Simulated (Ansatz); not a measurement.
BN (P6_3mc) under uniaxial stress along c (compression positive): electron conductivity mass by PBE, rigid bands (plane waves, PAW, scalar-relativistic; Ansatz, a first-principles code). The unloaded cell, whose axes the loads refer to:

BN is modelled in the hexagonal space group P6₃mc (No. 186), the wurtzite structure, Pearson symbol hP4. Lattice parameters: a = 2.541 Å, b = 2.541 Å, c = 4.203 Å, α = 90.00°, β = 90.00°, γ = 120.00°. B on 2b has 4 N at 1.559–1.574 Å (tetrahedral). N on 2b sees 4 B at 1.559–1.574 Å (tetrahedral). (Neighbours: up to the widest gap in distance over summed covalent radii, below 1.35, at either atom.)

```
uniaxial stress along c (compression positive) (GPa)  volume per atom (Å³)  electron conductivity mass (mₑ)
----------------------------------------------------  --------------------  -------------------------------
-36                                                                   6.09                            0.434
-18                                                                   5.97                            0.426
-9                                                                    5.92                            0.423
0                                                                     5.88                            0.421
9                                                                     5.83                                ?
18                                                                    5.79                            0.417
36                                                                    5.71                            0.413
```

Problem. Fit a straight line to ln(electron conductivity mass) against the load over the rows given, and predict the row at 9 GPa.

Solution. The means are x̄ = -1.500 GPa and ȳ = -0.8621; Σ(x − x̄)(y − ȳ) = -2.185 and Σ(x − x̄)² = 3308, so the slope is -0.0661 % per GPa, and the rows given lie within 0.46 % of the line. At 9 GPa the line gives 0.419 mₑ; the calculation gives 0.418 mₑ, 0.33 % from it.

Masses are for dilute carriers at 300 K, harmonic means over directions unless an axis is named. Spin-orbit coupling is left out. Stresses and pressures are the targets of the relaxation. The structure type is held at every load. Geometry: cell and atoms relaxed with PBEsol.
